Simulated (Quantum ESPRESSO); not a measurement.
Quantum ESPRESSO is run on Ga (I4_1/amd, 2 atoms in the cell), and the run fails. The aim is a zone-centre phonon calculation with DFT, PBE, plane waves, PseudoDojo standard norm-conserving (PBE) pseudopotentials.

The self-consistent step had converged with these keywords: prefix = run; ecutwfc = 80 Ry; occupations = smearing; smearing = gaussian; degauss = 0.0073499 Ry; potentials = {Ga: Ga.upf}; K_POINTS = automatic 10 10 10 0 0 0; conv_thr = 1e-10 Ry. The next shown step is ph.x.

The input file:

```fortran
phonons at the zone centre
&INPUTPH
 prefix = 'run'
 outdir = './out'
 tr2_ph = 1.0d-14
 fildyn = 'dyn.G'
 niter_ph = 3
/
0.0 0.0 0.0
```

Output (repeated stretches shortened):

```
     Representation #   1 mode #   1

     Self-consistent Calculation

      iter #   1   av.it.:  11.1
      thresh= 1.000E-02 alpha_mix =  0.700 |ddv_scf|^2 =  1.580E-05

      iter #   2   av.it.:  16.7
      thresh= 3.975E-04 alpha_mix =  0.700 |ddv_scf|^2 =  3.819E-06

      iter #   3   av.it.:  16.1
      thresh= 1.954E-04 alpha_mix =  0.700 |ddv_scf|^2 =  6.769E-09
     End of self-consistent calculation

     No convergence has been achieved
   JOB DONE.
STOP 1
```

Task: What caused this, and what should be changed?

Result: The fault is an iteration limit that is too low. The loop is cut before its threshold is met, so whatever is printed at the end is not self-consistent. To fix it, raise the limit, or leave it to the default. The run ended unconverged in one of its stages.

On the sound input: the starting cell was generated: these elements placed on a structure prototype, without a prior relaxation; it need not be a known phase or ordering of this composition. Its lattice was rescaled by a random factor within 2.5 % of one.
